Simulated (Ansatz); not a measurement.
Be: alloy series

The parent structure is Be in the hcp (Mg type) structure (space group P6_3/mmc, No. 194; a = 2.2631 Å, c = 3.5631 Å).

The other end (x = 1) is Li in the hcp (Mg type) structure (space group P6_3/mmc, No. 194; a model cell): 20.98 Å³/atom, gap zero; this end may not be an ambient phase.

Li replaces a fraction x of Be; each row is one arrangement (x, atoms in the cell, starting space group or random), fully relaxed.

Level of theory: r2SCAN in Ansatz (plane waves to 500 eV, PAW, no spin-orbit coupling), earlier PAW set.

Candidates:
(a) x(Li) = 0.667, 6 atoms, Cmcm
(b) x(Li) = 0.375, 8 atoms, P3m1
(c) x(Li) = 0.25, 8 atoms, P2_1/m

For the base:

- Shortest interatomic distance: 220.9 pm

Order them by shortest interatomic distance, highest first.

(b) x(Li) = 0.375, 8 atoms, P3m1 (224.6 pm), (a) x(Li) = 0.667, 6 atoms, Cmcm (221.0 pm), (c) x(Li) = 0.25, 8 atoms, P2_1/m (219.5 pm)

These are small ordered cells, not random alloys; other orderings at the same x differ. No phonon test of stability was made. This is not the structure that Li has at room temperature and ambient pressure.

Ansatz is a program for electronic structure.
